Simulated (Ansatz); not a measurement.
The reference is BeTe in the zinc blende structure (space group F-43m, No. 216).

```xyz
2
Lattice="0.0000 2.8023 2.8023 2.8023 0.0000 2.8023 2.8023 2.8023 0.0000" Properties=species:S:1:pos:R:3 pbc="T T T"
Te     4.2034     4.2034     4.2034
Be     0.0000     0.0000     0.0000
```

Levels (all Ansatz, a quantum-chemistry and plane-wave program, PAW, earlier PAW set): PBEsol (420 eV, spin-orbit coupling left out); HSE06 (420 eV, no SOC).

Its gap is 1.84 eV with PBEsol and 2.62 eV with HSE06.

It is then changed as follows: every lattice vector is shortened by 1.33 %; the atoms relax in the strained cell.

With PBEsol the gap becomes 1.73 eV.

Problem. If the HSE06 correction stayed the same, what would the HSE06 gap be, and what does the HSE06 run give?

Solution. A rigid correction of +0.78 eV gives 2.51 eV. The HSE06 run gives 2.51 eV, so the two effects roughly add.

Single points use the geometry relaxed with PBEsol. HSE06 was sampled on its mesh, a few special points and the semilocal edge points, so its gap is an upper bound. With Te present, leaving out spin-orbit coupling can change the band edges. Stability against distortions was not tested.
